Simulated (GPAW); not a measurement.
# A self-consistent single point of Os (P6_3/mmc, 2 atoms in the cell) with GPAW

Method: PBE, GPAW PAW datasets PBE (gpaw-data 1.0.1) (plane waves; GPAW).

Input as run:

```python
from ase import Atoms
from ase.units import GPa
from gpaw import GPAW, PW, FermiDirac

atoms = Atoms(['Os', 'Os'],
              cell=[[1.358175, -2.352428, 0.000000],
                    [1.358175, 2.352428, 0.000000],
                    [0.000000, 0.000000, 4.298400]],
              scaled_positions=[[0.333333, 0.666667, 0.250000],
                                [0.666667, 0.333333, 0.750000]],
              pbc=True)

calc = GPAW(mode=PW(550),
            xc='PBE',
            kpts={'size': (8, 8, 5), 'gamma': True},
            occupations=FermiDirac(0.1),
            nbands=-6,
            convergence={'forces': 0.001},
            symmetry={'symmorphic': False, 'tolerance': 0.0005},
            maxiter=120)

atoms.calc = calc

energy = atoms.get_potential_energy()
print('Energy (eV):', round(energy, 6))
forces = atoms.get_forces()
print('Forces (eV/Ang):')
print(forces.round(5))
stress = atoms.get_stress()
print('Stress (GPa, Voigt):', (stress / GPa).round(4))
```

The program printed (abridged):

```
Input parameters:
  convergence: {forces: 0.001}
  kpts: {gamma: True,
         size: (8, 8, 5)}
  maxiter: 120
  mode: {ecut: 550.0,
         name: pw}
  nbands: -6
  occupations: {fixmagmom: False,
                name: fermi-dirac,
                width: 0.1}
  symmetry: {symmorphic: False,
             tolerance: 0.0005}
  xc: PBE

species:
  Os:
    name: Osmium
    Z: 76.0
    valence: 14
    core: 62
    charge: 0.0
    file: Os.PBE.gz

    # Using partial waves for Os as LCAO basis

Reference energy: -937847.914077  # eV

Spin-paired calculation

Convergence criteria:
 Maximum [total energy] change in last 3 cyles: 0.0005 eV / valence electron
 Maximum integral of absolute [dens]ity change: 0.0001 electrons / valence electron
 Maximum integral of absolute [eigenst]ate change: 4e-08 eV^2 / valence electron
 Maximum change in the atomic [forces] across last 2 cycles: 0.001 eV/Ang OR
Maximum error relative to the maximum force is below inf
 Maximum number of scf [iter]ations: 120

Symmetries present (total): 24
Symmetries with fractional translations: 12
320 k-points: 8 x 8 x 5 Monkhorst-Pack grid + [1/16,1/16,0.000000]
30 k-points in the irreducible part of the Brillouin zone
       k-points in crystal coordinates                weights
   0:     0.00000000    0.00000000    0.00000000          1/320
   1:     0.00000000    0.00000000    0.20000000          2/320
   2:     0.00000000    0.00000000    0.40000000          2/320
   [... 7 lines left out ...]
          ...
  29:     0.50000000    0.50000000    0.40000000          6/320

Wave functions: Plane wave expansion
  Cutoff energy: 550.000 eV
  Number of coefficients (min, max): 797, 818
  Pulay-stress correction: 0.000000 eV/Ang^3 (de/decut=0.000000)

Occupation numbers: Fermi-Dirac:
  width: 0.1000  # eV

Eigensolver

Densities:
  Coarse grid: 15*15*24 grid
  Fine grid: 30*30*48 grid
  Total Charge: 0.000000

Density mixing:
  Method: separate
  Backend: pulay
  Linear mixing parameter: 0.05
  old densities: 5
  Damping of long wavelength oscillations: 50

Hamiltonian:
  XC and Coulomb potentials evaluated on a 30*30*48 grid
  External potential:
    NoExternalPotential

XC parameters: PBE with 2 nearest neighbor stencil

Number of atoms: 2
Number of atomic orbitals: 24
Number of bands in calculation: 20
Number of valence electrons: 28
Bands to converge: occupied

Density initialized from atomic densities
  20 bands from LCAO basis set

Atomic positions and initial magnetic moments

Positions:
   0 Os     1.358175    0.784144    1.074600    ( 0.0000,  0.0000,  0.0000)
   1 Os     1.358175   -0.784144    3.223800    ( 0.0000,  0.0000,  0.0000)

Unit cell:
           periodic     x           y           z      points  spacing
  1. axis:    yes    1.358175   -2.352428    0.000000    15     0.1568
  2. axis:    yes    1.358175    2.352428    0.000000    15     0.1568
  3. axis:    yes    0.000000    0.000000    4.298400    24     0.1791

  Lengths:   2.716350   2.716350   4.298400
  Angles:   90.000000  90.000000 119.999998

Effective grid spacing dv^(1/3) = 0.1720

     iter     time        total  log10-change:
                         energy   eigst   dens  force
iter:   1 --:--:--   -22.701990
iter:   2 --:--:--   -22.713544   -0.74  -1.41
iter:   3 --:--:--   -22.984170   -0.79  -1.42
iter:   4 --:--:--   -22.493823   -2.01  -1.51
iter:   5 --:--:--   -22.707032   -2.29  -1.91
iter:   6 --:--:--   -22.419361   -1.54  -1.68
iter:   7 --:--:--   -22.420062   -3.01  -2.85
iter:   8 --:--:--   -22.423080c  -3.38  -2.83
iter:   9 --:--:--   -22.421846c  -3.61  -2.54
iter:  10 --:--:--   -22.421818c  -4.72  -3.01
iter:  11 --:--:--   -22.421673c  -5.56  -3.12
iter:  12 --:--:--   -22.421681c  -5.14  -3.18
iter:  13 --:--:--   -22.421730c  -4.95  -3.55
iter:  14 --:--:--   -22.421733c  -5.39  -4.09c
iter:  15 --:--:--   -22.421734c  -5.78  -4.53c
iter:  16 --:--:--   -22.421733c  -6.43  -4.57c
iter:  17 --:--:--   -22.421734c  -6.50  -4.64c
iter:  18 --:--:--   -22.421734c  -7.52c -4.63c
iter:  19 --:--:--   -22.421734c  -8.18c -4.77c -16.52c

Converged after 19 iterations.

Dipole moment: (-0.000000, 0.000000, -0.000000) |e|*Ang

Energy contributions relative to reference atoms: (reference = -937847.914077)

Kinetic:        +14.682043
Potential:      -15.294918
External:        +0.000000
XC:             -21.408366
Entropy (-ST):   -0.024136
Local:           -0.388426
SIC:             +0.000000
--------------------------
Free energy:    -22.433802
Extrapolated:   -22.421734

Showing only first 2 kpts
 Kpt  Band  Eigenvalues  Occupancy
  0    12     13.91813    2.00000
  0    13     14.59699    2.00000
  0    14     14.59701    2.00000
  0    15     16.19076    0.41171

  1    12     13.61453    2.00000
  1    13     14.79690    1.99999
  1    14     15.26978    1.99923
  1    15     15.26980    1.99923

Fermi level: 16.05575

No gap
No difference between direct/indirect transitions
Energy (eV): -22.421734

Forces in eV/Ang:
  0 Os    0.00000    0.00000   -0.00000
  1 Os    0.00000    0.00000    0.00000

Stress tensor:
    -0.086206     0.000000     0.000000
     0.000000    -0.086206     0.000000
     0.000000     0.000000    -0.086884
Stress (GPa, Voigt): [-13.8117 -13.8117 -13.9204   0.       0.       0.    ]
```

The run converged in 19 iterations. GPAW prints stress with tension positive.

The starting cell has typed, rounded lattice constants, without a prior relaxation at this level. Its lattice was rescaled by up to half a per cent. Spin-orbit coupling is off. Spin polarisation is off. With a pressure of about 14 GPa the cell is away from its equilibrium volume at this level.
